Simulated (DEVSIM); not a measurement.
System: isotype n-n heterojunction Al0.25Ga0.75As/GaAs, at 250 K.

Layer 1 from the left is Al0.25Ga0.75As, thickness (μm) 0.120, Nd (cm⁻³) 3e14, τn (s) 1.7e-9, τp (s) 1.7e-9. Layer 2 from the left is GaAs, thickness (μm) 0.750, Nd (cm⁻³) 1.7e17, τn (s) 1.7e-9, τp (s) 1.7e-9.

Left contact: ohmic. Right contact: ohmic. Voltage is applied to the left contact. Recombination: SRH at mid-gap, radiative. Mobility is μmin + (μ − μmin)/(1 + (N/Nref)^α).

This is a model device: material constants are rounded textbook-type values typed into the input, and sizes, dopings and lifetimes were drawn at random. Values at 300 K; Nc and Nv go as T^1.5, mobilities as T to minus their exponent, the gap by Varshni's rule with the affinity fixed.

Al0.25Ga0.75As: gap (eV) 1.7357, affinity (eV) 3.8725, permittivity 12.19, Nc (cm⁻³) 6.5e17, Nv (cm⁻³) 9e18, μn (cm²/Vs) 4375, μp (cm²/Vs) 221, μn,min 500, μp,min 20, Nref,n 6e16, Nref,p 1.5e17, αn 0.39, αp 0.38, T exponent of μn 2.1, T exponent of μp 2.2, B (cm³/s) 2e-10, Varshni α (eV/K) 0.000541, Varshni β (K) 204. GaAs: gap (eV) 1.424, affinity (eV) 4.07, permittivity 12.9, Nc (cm⁻³) 4.7e17, Nv (cm⁻³) 9e18, μn (cm²/Vs) 8500, μp (cm²/Vs) 400, μn,min 500, μp,min 20, Nref,n 6e16, Nref,p 1.5e17, αn 0.39, αp 0.38, T exponent of μn 2.1, T exponent of μp 2.2, B (cm³/s) 2e-10, Varshni α (eV/K) 0.000541, Varshni β (K) 204.

Simulated with DEVSIM: 1D drift-diffusion, Boltzmann statistics, complete ionisation; no tunnelling, impact ionisation, image-force lowering or self-heating. Band offsets follow the typed affinities; no thermionic-emission limit at abrupt steps, no polarisation charge.

Q: What does the simulation give for the potential step across the device at zero bias?

A: potential step across the device at zero bias 0.054 V.
